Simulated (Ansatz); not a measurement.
Ge2Sb2Te5 (model structure, started from the Ge2Sb2Te5-Kooi type, P-3m1, No. 164, 9 atoms in the cell) was calculated with PBEsol in Ansatz (PAW).

Numerical settings: plane-wave cutoff 520 eV, 12×12×2 k mesh (along the axes of the cell as run), Fermi–Dirac smearing 0.01 eV, scalar-relativistic PAW data made under PBE.

Cell (relaxed at this level):

```yaml
crystal:
  lattice:
    - [4.22560, 0.00000, 0.00000]
    - [-2.11280, 3.65948, 0.00000]
    - [0.00000, 0.00000, 16.83639]
  atoms:
    - { symbol: Te, position: [0.00000, 0.00000, 0.00000] }
    - { symbol: Ge, position: [0.66667, 0.33333, 0.10051] }
    - { symbol: Ge, position: [0.33333, 0.66667, 0.89949] }
    - { symbol: Te, position: [0.33333, 0.66667, 0.19877] }
    - { symbol: Te, position: [0.66667, 0.33333, 0.80123] }
    - { symbol: Sb, position: [0.00000, 0.00000, 0.31757] }
    - { symbol: Sb, position: [0.00000, 0.00000, 0.68243] }
    - { symbol: Te, position: [0.66667, 0.33333, 0.41982] }
    - { symbol: Te, position: [0.33333, 0.66667, 0.58018] }
```

### Question
What does this level give for the band gap?

### Answer

- band gap: 0.13 eV

Note: the relaxation could raise the start's symmetry but not lower it, so the cell can be a saddle point.

Spin–orbit coupling is not included; it can close the smallest gap of 0.13 eV.

Cost on a shared machine: around 100 core-seconds (rough).

A model structure was made by putting elements into a prototype or built by hand; it is no filed structure, need not be a known phase, and can be a saddle point held by its symmetry.

Ansatz is a first-principles code.
